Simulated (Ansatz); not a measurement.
Abridged Ansatz (an electronic-structure program) output:

```
Relaxation: its limit of steps is 60 (relax.max_steps)
Pseudopotential: Hf, paw, valence charge 26
Pseudopotential: O, paw, valence charge 6
Crystal: 3 atoms, lattice volume = 28.486 Å³
Basis set: ecut = 500 eV, 725 PW (Γ), exchange–correlation on 108×108×108 points (64 copies of the dense FFT grid, shifted against one another)
Bands: 23, of which v1, the nominal top of the filled ones, is band 19 counted from 1 (18 counted from 0)
Symmetry: 48 space group operations
k-points: 56 of 1331
Functional: x = r2scan, c = r2scan; τ floored in thin density (d = 2e-4 eV/Å³)
SCF iter   1: F=—  HF=-16875.615203 eV  |F-HF|=—  |Δ(HF+E_count)|=         —  Δρ=1.21e-2  dr2=3.38e-2  dr2_τ=2.76e-1  ethr=1.77e-3  ⟨swp⟩=5.4  Hψ=4918  notcnv=0
SCF iter   2: F=—  HF=-16875.702909 eV  |F-HF|=—  |Δ(HF+E_count)|=   8.77e-2  Δρ=5.61e-3  dr2=2.77e-3  dr2_τ=1.67e-3  ethr=8.89e-5  ⟨swp⟩=2.2  Hψ=3036  notcnv=0
SCF 1 converged in 7 iterations: F = -16875.702972 eV  dr2 = 3.77e-8
relax step   1: F+E_penalty+E_count = -16875.70297221 eV  Δ(F+E_penalty+E_count) = +0.000e0 eV  max|allowed force component| = 1.542e-18 eV/Å  Δτ_max = 0.0000 Å  P = +45.000 GPa  Ω = 28.486 Å³  (7 SCF iters, dr2 threshold 1.00e-7 eV, accepted)
[... steps on the carried basis left out ...]
relax step   7: F+E_penalty+E_count = -16875.41249381 eV  Δ(F+E_penalty+E_count) = -2.838e-10 eV  max|allowed force component| = 1.870e-17 eV/Å  Δτ_max = 0.0000 Å  P = +60.000 GPa  Ω = 27.596 Å³  stress off target by 4.28e-4 GPa  SCF on the basis re-selected at this cell (its energy is not comparable with the rows above)  (4 SCF iters)
SCF converged after 4 iterations
Free energy (F): -16875.412494 eV
Internal energy: -16875.412494 eV  (E = F + TS)
E sigma→0 (E₀):  -16875.412494 eV
Fermi energy:    21.722074 eV
--- Forces (eV/Å), atoms counted from 1 ---
  atom   1  Hf    -0.00000000     0.00000000     0.00000000
  atom   2  O     -0.00000000     0.00000000     0.00000000
  atom   3  O      0.00000000    -0.00000000     0.00000000
--- Stress (GPa, compression-positive) ---
       60.000428      -0.000000       0.000000
       -0.000000      60.000428       0.000000
        0.000000       0.000000      60.000428
  P = ⅓ Tr σ = 60.0004 GPa (600.004 kbar)
--- Relaxed structure (5 steps of the walk, 5 accepted, 2 SCFs on fresh bases) ---
  cell:  # Å, volume = 27.5960 Å³
    - [1.415558042888806e-33, 2.3984933098477317, 2.3984933098477317]
    - [2.3984933098477317, -9.553822561679223e-35, 2.3984933098477317]
    - [2.3984933098477317, 2.3984933098477317, 6.066677326666312e-34]
  atoms:
    - { symbol: Hf, position: [1.8149277016556894e-34, -1.0316290201336495e-34, -1.5396373229194642e-34] }
    - { symbol: O, position: [0.25, 0.25, 0.25] }
    - { symbol: O, position: [0.75, 0.75, 0.75] }
```

### Question
What was computed, and what are the main results?

### Answer
HfO2, 3 atoms in the cell, with r2SCAN/PAW in Ansatz, spin-orbit coupling left out, from a series relaxed to a target (pressure 60 GPa). The last SCF converged to F = -16875.412494 eV, or -5625.1375 eV per atom, at a pressure of 60.00 GPa. The total energy compares only with runs of the same code, potentials and settings.

With Hf present, leaving out spin-orbit coupling can change the band edges. Load acts through the strain it causes; cell and atoms are relaxed under it. Whether these cells are dynamically stable was not tested. No other phases were tried under pressure. The cell was made from HfO2 in the fluorite structure (space group Fm-3m, No. 225) by this change: pressure 60 GPa. This is not the structure that HfO2 has at room temperature and ambient pressure.

Keys are those of Ansatz 0.2.
